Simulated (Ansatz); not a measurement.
Take LiNbO3 (space group R3c, No. 161) as the base.

```
CELL_PARAMETERS angstrom
      2.59494     1.49819     4.67151
     -2.59494     1.49819     4.67151
      0.00000    -2.99637     4.67151
ATOMIC_POSITIONS crystal
  Li 0.28074 0.28074 0.28074
  Li 0.78074 0.78074 0.78074
  Nb 0.99950 0.99950 0.99950
  Nb 0.49950 0.49950 0.49950
  O  0.10960 0.35709 0.72016
  O  0.72016 0.10960 0.35709
  O  0.35709 0.72016 0.10960
  O  0.22016 0.85709 0.60960
  O  0.85709 0.60960 0.22016
  O  0.60960 0.22016 0.85709
```

Level of theory: PBE (Ansatz, a quantum-chemistry and plane-wave program; PAW; 420 eV plane waves; without spin-orbit coupling).

One change was made to it. Results:

```json
[
 {"quantity": "c/a ratio", "base": "2.700", "after": "2.708"},
 {"quantity": "volume per atom", "base": "10.90 Å³", "after": "10.44 Å³"}
]
```

**Question.** Name the change that was made.
(A) pressure 0.3 GPa
(B) pressure 0.7 GPa
(C) pressure 5 GPa
(D) pressure 1.5 GPa

**Answer.** C, pressure 5 GPa. For comparison, the volume per atom in the other runs: pressure 0.7 GPa gives 10.83 Å³; pressure 0.3 GPa gives 10.87 Å³; pressure 1.5 GPa gives 10.75 Å³.

Load acts through the strain it causes; cell and atoms are relaxed under it. Stability against distortions was not tested. No other phases were tried under pressure.
